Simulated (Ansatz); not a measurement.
Functionals compared on F on the 1x1 (0001) surface of hcp Co, ferromagnetic, one in a 2x2 cell, started at the site 'hollow Co-Co-Co over Co at depth 2.0 Å', in Ansatz (plane waves, PAW). The structure was relaxed with PBE; the other rows are single points on it, each with its references at the same level. Cutoff 420 eV.

Slab: 17 atoms, 6.0 Å thick at the start under the adsorbate (thin: gaps and levels are the slab's own); k 7x7x1, smearing 0.1 eV, dipole-corrected; 8 atoms held, the rest relaxed; start symmetry kept, larger cells not searched; spin-polarised, no spin-orbit, no U, no dispersion correction. At the end it is bonded to 3 Co. In PBE it is, or lies within 0.03 eV of, the lowest of the starts that converged. These notes are the PBE run's. RPBE: The program's check for a lower electronic state was not made. Adsorption energies are against ½ F2(g). A negative adsorption energy means that the adsorbate is more stable on the surface than in its reference.

```csv
functional,adsorption energy (eV),work function of the top face (eV),change of the work function (eV),magnetic moment of the cell (μB),rough cost of the single point
PBE,-3.07,5.44,0.46,27.25,–
RPBE,(withheld),(withheld),(withheld),27.44,roughly 2.8 core-minutes
```

### Question
What belongs in the gaps?

### Answer

- RPBE, adsorption energy (eV): -2.86
- RPBE, work function of the top face (eV): 5.27
- RPBE, change of the work function (eV): 0.46

Ansatz is a first-principles code.
